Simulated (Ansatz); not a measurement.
Consider Pb in the fcc (Cu type) structure (space group Fm-3m, No. 225; a = 4.9341 Å; relaxed with 0.1 eV smearing). Axes: x, y, z lie along the cube axes.

All numbers come from PBEsol (Ansatz, a first-principles code), no spin-orbit coupling.

One thing is altered: tensile biaxial strain of 1.25 % in the plane normal to [111], as in epitaxy on a mismatched substrate; the out-of-plane cell vector and the atoms relax.

**Question.** Predict the new ratio −ε⊥/ε∥.

**Answer.** The ratio −ε⊥/ε∥ comes out as 0.92.

**Question.** What does the calculation give for the energy relative to the base after the change?

**Answer.** The energy goes up by 2.1 meV/atom.

No phonon test of stability was made.
